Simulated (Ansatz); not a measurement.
The parent structure is KBr in the rock salt structure (space group Fm-3m, No. 225; a = 6.549 Å).

The values are results of Ansatz (a first-principles code), PBEsol, PAW, cutoff 420 eV, spin-orbit coupling left out, not measurements.

Perturbation: an isotropic linear strain of −0.50 %, atoms relaxed at fixed cell.

Task: Estimate the effect on the mean gap deformation potential ΔEg/Δln V and energy relative to the base.

Result: The mean gap deformation potential ΔEg/Δln V amounts to -2.5 eV; the energy grows by 0.4 meV/atom.

No phonon test of stability was made.
